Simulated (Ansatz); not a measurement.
Consider a periodic stack without vacuum, bcc Mo (0 0 1) on monoclinic HfO2 (0 0 1) (film strained to the substrate, started from cuts of the bulks and a machine-learned relaxation; slabs Hf24O48 and Mo30, which can lie off the formulas): substrate slab Hf24O48, film Mo30, surface cells [[-1, 1], [-1, -1]] and [[-2, 1], [-1, -2]], film strained by +3.3 and +4.3 %, outermost planes Hf/Hf and Mo/Mo as cut, which need not be the usual terminations and can put a slab off its formula. Its start:

```yaml
crystal:
  lattice:
    - [7.33528, 0.00000, -0.02192]
    - [-0.07139, 7.33494, -0.04038]
    - [1.14648, -1.38371, 27.46837]
  atoms:
    - { symbol: Hf, position: [0.71700, 0.30257, 0.11721] }
    - { symbol: Hf, position: [0.21793, 0.81861, 0.11322] }
    - { symbol: Hf, position: [0.50620, 0.02021, 0.04527] }
    - { symbol: Hf, position: [0.00797, 0.51749, 0.04604] }
    - { symbol: Hf, position: [0.75380, 0.85419, 0.13296] }
    - { symbol: Hf, position: [0.25488, 0.36084, 0.13265] }
    - { symbol: Hf, position: [0.54762, 0.59137, 0.21082] }
    - { symbol: Hf, position: [0.05061, 0.09258, 0.21111] }
    - { symbol: O, position: [0.69474, 0.57595, 0.14071] }
    - { symbol: O, position: [0.19649, 0.08315, 0.14322] }
    - { symbol: O, position: [0.60225, 0.86332, 0.19972] }
    - { symbol: O, position: [0.10168, 0.36534, 0.19932] }
    - { symbol: O, position: [0.49727, 0.84900, 0.10167] }
    - { symbol: O, position: [0.99120, 0.35367, 0.10206] }
    - { symbol: O, position: [0.75743, 0.38721, 0.03291] }
    - { symbol: O, position: [0.24823, 0.94373, 0.04720] }
    - { symbol: O, position: [0.79243, 0.12930, 0.17048] }
    - { symbol: O, position: [0.29319, 0.62835, 0.16855] }
    - { symbol: O, position: [0.50071, 0.32413, 0.17736] }
    - { symbol: O, position: [0.00117, 0.82724, 0.17639] }
    - { symbol: O, position: [0.46403, 0.25317, 0.08487] }
    - { symbol: O, position: [0.95456, 0.74549, 0.08374] }
    - { symbol: O, position: [0.75688, 0.04862, 0.07918] }
    - { symbol: O, position: [0.25473, 0.55051, 0.07621] }
    - { symbol: Hf, position: [0.78791, 0.44799, 0.30702] }
    - { symbol: Hf, position: [0.28708, 0.94750, 0.30758] }
    - { symbol: Hf, position: [0.57825, 0.12864, 0.22960] }
    - { symbol: Hf, position: [0.07890, 0.63012, 0.22824] }
    - { symbol: Hf, position: [0.82008, 0.98648, 0.32396] }
    - { symbol: Hf, position: [0.31806, 0.48450, 0.32415] }
    - { symbol: Hf, position: [0.61133, 0.72185, 0.40156] }
    - { symbol: Hf, position: [0.10864, 0.22296, 0.40317] }
    - { symbol: O, position: [0.76157, 0.71381, 0.33465] }
    - { symbol: O, position: [0.26147, 0.21257, 0.33610] }
    - { symbol: O, position: [0.66830, 0.99468, 0.39216] }
    - { symbol: O, position: [0.16826, 0.49553, 0.39263] }
    - { symbol: O, position: [0.56335, 0.00171, 0.29663] }
    - { symbol: O, position: [0.06380, 0.50162, 0.29589] }
    - { symbol: O, position: [0.80209, 0.57319, 0.23851] }
    - { symbol: O, position: [0.30224, 0.07486, 0.23978] }
    - { symbol: O, position: [0.86146, 0.25323, 0.35934] }
    - { symbol: O, position: [0.36036, 0.75199, 0.35881] }
    - { symbol: O, position: [0.57083, 0.45233, 0.36756] }
    - { symbol: O, position: [0.07054, 0.95254, 0.36817] }
    - { symbol: O, position: [0.53216, 0.39393, 0.27245] }
    - { symbol: O, position: [0.03276, 0.89332, 0.27249] }
    - { symbol: O, position: [0.83598, 0.18080, 0.26408] }
    - { symbol: O, position: [0.33581, 0.68051, 0.26328] }
    - { symbol: Hf, position: [0.85001, 0.58097, 0.49862] }
    - { symbol: Hf, position: [0.34200, 0.08496, 0.50022] }
    - { symbol: Hf, position: [0.63899, 0.25574, 0.42046] }
    - { symbol: Hf, position: [0.14151, 0.75968, 0.42055] }
    - { symbol: Hf, position: [0.88234, 0.12683, 0.51761] }
    - { symbol: Hf, position: [0.39613, 0.62186, 0.51253] }
    - { symbol: Hf, position: [0.65302, 0.86475, 0.58356] }
    - { symbol: Hf, position: [0.14508, 0.35742, 0.58934] }
    - { symbol: O, position: [0.84193, 0.84847, 0.52719] }
    - { symbol: O, position: [0.33598, 0.36196, 0.53432] }
    - { symbol: O, position: [0.73884, 0.11740, 0.58235] }
    - { symbol: O, position: [0.23198, 0.62092, 0.60777] }
    - { symbol: O, position: [0.62168, 0.13722, 0.48913] }
    - { symbol: O, position: [0.13139, 0.63598, 0.49026] }
    - { symbol: O, position: [0.86575, 0.70575, 0.43118] }
    - { symbol: O, position: [0.36138, 0.21712, 0.43387] }
    - { symbol: O, position: [0.94092, 0.40217, 0.54856] }
    - { symbol: O, position: [0.42500, 0.88490, 0.54721] }
    - { symbol: O, position: [0.63182, 0.59970, 0.55293] }
    - { symbol: O, position: [0.13084, 0.10111, 0.55568] }
    - { symbol: O, position: [0.58911, 0.52791, 0.46102] }
    - { symbol: O, position: [0.09261, 0.02865, 0.46266] }
    - { symbol: O, position: [0.89240, 0.31664, 0.45555] }
    - { symbol: O, position: [0.39754, 0.81905, 0.45395] }
    - { symbol: Mo, position: [0.49259, 0.64231, 0.73555] }
    - { symbol: Mo, position: [0.69758, 0.25016, 0.73728] }
    - { symbol: Mo, position: [0.09683, 0.44682, 0.73432] }
    - { symbol: Mo, position: [0.29132, 0.04181, 0.73595] }
    - { symbol: Mo, position: [0.89854, 0.84309, 0.73551] }
    - { symbol: Mo, position: [0.40109, 0.32107, 0.68930] }
    - { symbol: Mo, position: [0.59885, 0.93284, 0.69255] }
    - { symbol: Mo, position: [0.00124, 0.13145, 0.68903] }
    - { symbol: Mo, position: [0.21391, 0.70749, 0.67820] }
    - { symbol: Mo, position: [0.80268, 0.53797, 0.68836] }
    - { symbol: Mo, position: [0.48337, 0.67554, 0.84712] }
    - { symbol: Mo, position: [0.68479, 0.27440, 0.84838] }
    - { symbol: Mo, position: [0.08588, 0.47452, 0.84483] }
    - { symbol: Mo, position: [0.28480, 0.07580, 0.84638] }
    - { symbol: Mo, position: [0.88313, 0.87576, 0.84657] }
    - { symbol: Mo, position: [0.39117, 0.36075, 0.79296] }
    - { symbol: Mo, position: [0.59133, 0.96119, 0.79388] }
    - { symbol: Mo, position: [0.99005, 0.16214, 0.79277] }
    - { symbol: Mo, position: [0.18977, 0.76041, 0.79064] }
    - { symbol: Mo, position: [0.78953, 0.56200, 0.79316] }
    - { symbol: Mo, position: [0.47558, 0.70320, 0.94950] }
    - { symbol: Mo, position: [0.70166, 0.31720, 0.96208] }
    - { symbol: Mo, position: [0.09374, 0.50968, 0.94633] }
    - { symbol: Mo, position: [0.27426, 0.10343, 0.95186] }
    - { symbol: Mo, position: [0.86599, 0.89887, 0.95048] }
    - { symbol: Mo, position: [0.38920, 0.38291, 0.90357] }
    - { symbol: Mo, position: [0.57894, 0.99506, 0.90561] }
    - { symbol: Mo, position: [0.97860, 0.19091, 0.90427] }
    - { symbol: Mo, position: [0.17844, 0.79934, 0.90135] }
    - { symbol: Mo, position: [0.77894, 0.58795, 0.90388] }
```

The start was prepared with a machine-learned potential, and the result is one local minimum, with the in-plane cell held and forces under 0.04 eV/Å; the film can end far from its bulk form.

Computed with PBE (plane waves to 420 eV, PAW; Ansatz, a quantum-chemistry and plane-wave program). Scalar-relativistic, without spin–orbit coupling; the runs are not spin-polarised; PBE gaps are too small against experiment. Its k-point mesh 4×4×1, Fermi–Dirac width 0.05 eV.

Question: Predict the relaxed interface.

Answer: 
```
Item                                                                                        Value
--------------------------------------------------------------------------------  ---------------
interface area                                                                            53.8 Å²
period                                                                                    26.52 Å
heights between the nearest atoms of the two slabs at the two interfaces          1.74 and 1.79 Å
Hf–Mo contacts across the interfaces within 1.22 times the sum of covalent radii  19, mean 3.31 Å
Mo–O contacts across the interfaces within 1.22 times the sum of covalent radii    5, mean 2.01 Å
```
